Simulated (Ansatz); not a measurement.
## ZrN, response to strain

The parent structure is ZrN in the rock salt structure (space group Fm-3m, No. 225; a = 4.552 Å). Axes: x, y, z lie along the cube axes.

Strains are applied to the cell and any free atomic positions relax; under biaxial strain the out-of-plane vector relaxes too.

All numbers come from PBEsol in Ansatz (plane waves to 420 eV, PAW, no SOC).

Candidates:
(a) biaxial strain −1.36 %, plane normal [111], relaxed out of plane
(b) biaxial strain −4.90 %, plane normal [110], relaxed out of plane
(c) isotropic strain −1.67 %

Notes on the quantities. energy relative to the base: free energy F.

**Question.** Order them by energy relative to the base, lowest first.

**Answer.** (a) biaxial strain −1.36 %, plane normal [111], relaxed out of plane (+6.5 meV/atom), (c) isotropic strain −1.67 % (+26 meV/atom), (b) biaxial strain −4.90 %, plane normal [110], relaxed out of plane (+103 meV/atom)

Without a gap, meshes like the base's 18×18×18 leave anisotropic stresses uncertain by several tenths of a GPa, and small strain energies with them. Whether these cells are dynamically stable was not tested. The final runs are not spin-polarised. An odd electron count without spin: ZrN.

Ansatz is an electronic-structure program.
